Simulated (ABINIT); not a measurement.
## A self-consistent single point of AlInAg2Se4 (I-4, 8 atoms in the cell) with ABINIT

Method of the run: LDA (PW92), PAW (JTH v2.0 LDA PAW) (plane waves; ABINIT).

Input:

```
# AlIn(AgSe2)2, JTH v2.0 LDA PAW
pp_dirpath "./"
pseudos "Al.LDA_PW-JTH.xml, In.LDA_PW-JTH.xml, Ag.LDA_PW-JTH.xml, Se.LDA_PW-JTH.xml"
acell 13.6773889441 13.6773889441 13.6773889441
rprim
        -0.4226741325    0.4226741325    0.8016814551
         0.4226741325   -0.4226741325    0.8016814551
         0.4226741325    0.4226741325   -0.8016814551
natom 8
ntypat 4
znucl 13 49 47 34
typat 1 2 3 3 4 4 4 4
xred
         0.2500000000    0.7500000000    0.5000000000
         0.0000000000    0.0000000000    0.0000000000
         0.7500000000    0.2500000000    0.5000000000
         0.5000000000    0.5000000000    0.0000000000
         0.6017700000    0.6375000000    0.5041500000
         0.3625000000    0.8666500000    0.9642700000
         0.1333500000    0.0976200000    0.4958500000
         0.9023800000    0.3982300000    0.0357300000
ecut 42 Ry
pawecutdg 84 Ry
occopt 3
tsmear 0.05 eV
nband 40
kptopt 1
ngkpt 3 3 3
nshiftk 1
shiftk 0 0 0
nstep 80
tolvrs 1.0e-12
prtwf 0
prtden 0
enunit 1
```

Output (repeated stretches shortened):

```
 Symmetries : space group I-4 (# 82); Bravais tI (body-center tetrag.)

 -outvars: echo values of preprocessed input variables --------
            acell      1.3677388944E+01  1.3677388944E+01  1.3677388944E+01 Bohr
             ecut      2.10000000E+01 Hartree
           enunit           1
              ixc       -1012
         kptrlatt        3    0    0      0    3    0      0    0    3
          kptrlen      3.46864710E+01
            natom           8
            nband          40
            ngfft          60      60      60
          ngfftdg          80      80      80
             nkpt           6
            nstep          80
             nsym           4
           ntypat           4
           occopt           3
        pawecutdg      4.20000000E+01 Hartree
            rprim     -4.2267413250E-01  4.2267413250E-01  8.0168145510E-01
                       4.2267413250E-01 -4.2267413250E-01  8.0168145510E-01
                       4.2267413250E-01  4.2267413250E-01 -8.0168145510E-01
          spgroup          82
           tolvrs      1.00000000E-12
           tsmear      1.83746627E-03 Hartree
            typat      1  2  3  3  4  4  4  4
           useylm           1
             xred      2.5000000000E-01  7.5000000000E-01  5.0000000000E-01
                       0.0000000000E+00  0.0000000000E+00  0.0000000000E+00
                       7.5000000000E-01  2.5000000000E-01  5.0000000000E-01
                       5.0000000000E-01  5.0000000000E-01  0.0000000000E+00
                       6.0177000000E-01  6.3750000000E-01  5.0415000000E-01
                       3.6250000000E-01  8.6665000000E-01  9.6427000000E-01
                       1.3335000000E-01  9.7620000000E-02  4.9585000000E-01
                       9.0238000000E-01  3.9823000000E-01  3.5730000000E-02
            znucl       13.00000   49.00000   47.00000   34.00000

== DATASET  1 ==================================================================

 Real(R)+Recip(G) space primitive vectors, cartesian coordinates (Bohr,Bohr^-1):
 R(1)= -5.7810785  5.7810785 10.9649091  G(1)=  0.0000000  0.0864891  0.0456000
 R(2)=  5.7810785 -5.7810785 10.9649091  G(2)=  0.0864891  0.0000000  0.0456000
 R(3)=  5.7810785  5.7810785-10.9649091  G(3)=  0.0864891  0.0864891  0.0000000
 Unit cell volume ucvol=  1.4658271E+03 bohr^3
 Angles (23,13,12)=  1.29992936E+02  1.29992936E+02  7.34180584E+01 degrees

 Coarse grid specifications (used for wave-functions):

 getcut: wavevector=  0.0000  0.0000  0.0000  ngfft=  60  60  60
         ecut(hartree)=     21.000   => boxcut(ratio)=   2.12694

 Fine grid specifications (used for densities):

 getcut: wavevector=  0.0000  0.0000  0.0000  ngfft=  80  80  80
         ecut(hartree)=     42.000   => boxcut(ratio)=   2.00515

   1.38110565E+04                                ecore*ucvol(ha*bohr**3)

_setup2: Arith. and geom. avg. npw (full set) are    6737.593    6737.584

--- !BeginCycle
solver: {iscf: 17, nstep: 80, nline: 4, wfoptalg: 10, }
tolerances: {tolvrs: 1.00E-12, }
...

     iter   Etot(hartree)      deltaE(h)  residm     nres2
 ETOT  1  -175.65542903909    -1.757E+02 5.521E-02 1.362E+01
 ETOT  2  -175.82564268291    -1.702E-01 4.994E-03 4.416E+00
 ETOT  3  -175.81328752198     1.236E-02 8.692E-04 4.508E-01
 ETOT  4  -175.81287549661     4.120E-04 7.264E-04 5.611E-02
 ETOT  5  -175.81277468916     1.008E-04 4.480E-04 3.454E-03
 ETOT  6  -175.81279105377    -1.636E-05 1.984E-04 7.263E-04
   [... 7 lines left out ...]
 ETOT 14  -175.81279072692     2.103E-12 3.510E-05 1.721E-10
 ETOT 15  -175.81279072691     2.075E-12 1.845E-05 7.653E-11
 ETOT 16  -175.81279072692    -2.899E-12 2.136E-05 2.671E-12
 ETOT 17  -175.81279072691     2.814E-12 1.157E-05 1.579E-12
 ETOT 18  -175.81279072692    -4.604E-12 1.257E-05 2.453E-13

 At SCF step   18       nres2   =  2.45E-13 < tolvrs=  1.00E-12 =>converged.

 Cartesian components of stress tensor (hartree/bohr^3)
  sigma(1 1)=  1.60667542E-04  sigma(3 2)=  0.00000000E+00
  sigma(2 2)=  1.60667542E-04  sigma(3 1)=  0.00000000E+00
  sigma(3 3)=  1.49404977E-04  sigma(2 1)=  0.00000000E+00

 ----iterations are completed or convergence reached----

 reduced coordinates (array xred) for    8 atoms
       0.250000000000      0.750000000000      0.500000000000
       0.000000000000      0.000000000000      0.000000000000
       0.750000000000      0.250000000000      0.500000000000
       0.500000000000      0.500000000000      0.000000000000
       0.601770000000      0.637500000000      0.504150000000
       0.362500000000      0.866650000000      0.964270000000
       0.133350000000      0.097620000000      0.495850000000
       0.902380000000      0.398230000000      0.035730000000
 cartesian forces (eV/Angstrom) at end:
    1      0.00000000000000    -0.00000000000000     0.00000000000000
    2      0.00000000000000    -0.00000000000000     0.00000000000000
    3     -0.00000000000000    -0.00000000000000     0.00000000000000
    4     -0.00000000000000    -0.00000000000000     0.00000000000000
    5     -0.14703629526371     0.07639394475503     0.08188212049319
    6      0.07639394475503     0.14703629526371    -0.08188212049319
    7      0.14703629526371    -0.07639394475503     0.08188212049319
    8     -0.07639394475503    -0.14703629526371    -0.08188212049319
 frms,max,avg= 7.5454610E-02 1.4703630E-01   0.000E+00  0.000E+00  0.000E+00 e/A
 length scales= 13.677388944100 13.677388944100 13.677388944100 bohr
              =  7.237762502239  7.237762502239  7.237762502239 angstroms
 Fermi (or HOMO) energy (eV) =   0.75607   Average Vxc (eV)=  -9.39404
 Eigenvalues (   eV  ) for nkpt=   6  k points:
 kpt#   1, nband= 40, wtk=  0.03704, kpt=  0.0000  0.0000  0.0000 (reduced coord)
 -13.75608  -13.75511  -13.75511  -13.57105  -13.55481  -12.53770  -11.52585  -11.52585
 -11.50042   -5.44358   -3.99355   -3.38833   -3.31910   -3.00598   -3.00598   -2.96435
  -2.91042   -2.91042   -2.76131   -2.30867   -2.30867   -2.29319   -2.22896   -1.94873
  -1.57012   -1.14810   -0.98567   -0.98567    0.46607    0.46607    0.61467    0.86952
   3.18965    3.63603    5.08044    5.08044    5.31791    5.72713    5.75751    5.79450
 prteigrs : prtvol=0 or 1, do not print more k-points.

--- !EnergyTerms
comment             : Components of total free energy in Hartree
kinetic             :  4.87702463831980E+01
hartree             :  5.49978712010321E+01
xc                  : -5.78248784552875E+01
Ewald energy        : -1.25881043943078E+02
psp_core            :  9.42202262386525E+00
local_psp           : -1.40906811479004E+02
spherical_terms     :  3.56099098795019E+01
internal            : -1.75812683789772E+02
'-kT*entropy'       : -1.07131011518527E-04
total_energy        : -1.75812790920784E+02
total_energy_eV     : -4.78410934124337E+03
...

-Cartesian components of stress tensor (GPa)         [Pressure= -4.6165E+00 GPa]
- sigma(1 1)=  4.72700150E+00  sigma(3 2)=  0.00000000E+00
- sigma(2 2)=  4.72700150E+00  sigma(3 1)=  0.00000000E+00
- sigma(3 3)=  4.39564546E+00  sigma(2 1)=  0.00000000E+00

 Calculation completed.
```

The run converged in 18 iterations.

The starting cell comes from a database of computed structures (which also holds hypothetical and non-ambient phases and stackings), without a prior relaxation at this level. With a pressure of about -5 GPa the cell is away from its equilibrium volume at this level.

These are the values that this program gave, and no reference: the one-centre exchange-correlation terms come from a truncated expansion.

Cost on one core of a shared machine: roughly 90 s.
